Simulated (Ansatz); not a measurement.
Consider CsCaBr$_{3}$ in the cubic perovskite structure (space group Pm-3m, No. 221; a = 5.640 Å; a cell from a computed database, its experimental status unchecked).

Levels (all Ansatz, a first-principles code, PAW): PBEsol (420 eV, no SOC); r2SCAN (500 eV, without spin-orbit coupling); HSE06 (420 eV, without spin-orbit coupling).

At the geometry relaxed with PBEsol, these levels gave the following band gaps, in shuffled order: (a) 5.29 eV, (b) 5.75 eV, (c) 4.40 eV.

Task: Match each gap to its level.

Result: (a) r2SCAN; (b) HSE06; (c) PBEsol.

Single points use the geometry relaxed with PBEsol. The hybrid gap comes from the SCF mesh plus the semilocal run's edge points and a few special points and is an upper bound. Stability against distortions was not tested. Many cubic perovskites are stable only at high temperature; tilts and polar distortions were not tested.
